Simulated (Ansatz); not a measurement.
# Response to strain in Ga2O3

Take Ga2O3 in the corundum structure (space group R-3c, No. 167) as the base.

```
Ga2O3
1.0
    2.50017     1.44347     4.48293
   -2.50017     1.44347     4.48293
    0.00000    -2.88695     4.48293
Ga O
4 6
Direct
  0.64430   0.64430   0.64430
  0.14430   0.14430   0.14430
  0.35570   0.35570   0.35570
  0.85570   0.85570   0.85570
  0.75000   0.44721   0.05279
  0.05279   0.75000   0.44721
  0.25000   0.55279   0.94721
  0.55279   0.94721   0.25000
  0.94721   0.25000   0.55279
  0.44721   0.05279   0.75000
```

Strains are applied to the cell and any free atomic positions relax.

All numbers come from DFT with PBEsol, PAW potentials and a 420 eV plane-wave cutoff in Ansatz (a quantum-chemistry and plane-wave program), without spin-orbit coupling.

Candidates:
(a) isotropic strain −1.50 %
(b) isotropic strain −0.75 %
(c) isotropic strain −3.00 %
(d) isotropic strain −2.25 %

Before the change:

- Band gap: 2.70 eV

Q: Order them by band gap, lowest first.

A: (b) isotropic strain −0.75 % (2.94 eV), (a) isotropic strain −1.50 % (3.19 eV), (d) isotropic strain −2.25 % (3.44 eV), (c) isotropic strain −3.00 % (3.71 eV)

Stability against distortions was not tested.
